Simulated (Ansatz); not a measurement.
The starting structures come from a database of crystals and need not be the phases stable at ambient conditions.

 Where the default PAW files enter, the runs use the earlier of Ansatz's two default sets.

Data:

```xyz
6
Lattice="6.2529 0.0000 0.0000 0.0000 7.2685 0.0000 3.1265 0.0000 3.1265" Properties=species:S:1:pos:R:3 pbc="T T T"
Ba     1.5632     5.7554     1.5632
Ba     4.6897     1.5132     1.5632
H      3.1265     0.0000     0.0000
H      0.0000     0.0000     0.0000
Cl     4.6897     4.7511     1.5632
Cl     1.5632     2.5175     1.5632
```

Space group of this cell: P4/nmm. The cell is taken as given.

Transport runs along the normal of the first two printed cell vectors, the (110) plane of the conventional cell.

The gap is the functional's own. No spin-orbit coupling. Mid-gap values are interpolated on the energy grid.

**Question.** Compute, with r2SCAN in Ansatz (a first-principles code), the band gap and the smallest decay constant κ at mid-gap.

**Answer.** Gap 3.82 eV on a 10×4×10 mesh; κ = 0.430 1/Å, at (0.000, 0.500) of the in-plane reciprocal vectors. At the zone centre, at the nearest computed energy, the slowest state has κ = 0.45 1/Å.
